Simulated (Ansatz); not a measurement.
Base system: InSb in the zinc blende structure (space group F-43m, No. 216; a = 6.519 Å).

It is then changed as follows: every lattice vector is shortened by 3.00 %; the atoms relax in the strained cell.

Computed with PBEsol, PAW, 420 eV (Ansatz, a first-principles code; spin-orbit coupling left out).

Question: Give the band edges at the high-symmetry points of the new zone, measured from its valence-band maximum.

Answer: 
```tsv
point	valence edge (eV)	conduction edge (eV)
Γ	0.00	0.15
X	-2.53	1.13
U	-2.15	1.50
K	-2.15	1.50
L	-1.13	0.61
W	-3.08	3.73
```

The gap is 0.15 eV, direct at Γ.

With Sb present, leaving out spin-orbit coupling can change the band edges. Stability against distortions was not tested. All final runs are without spin polarisation. A zero or small gap of InSb can be the functional's error rather than a property of the material.
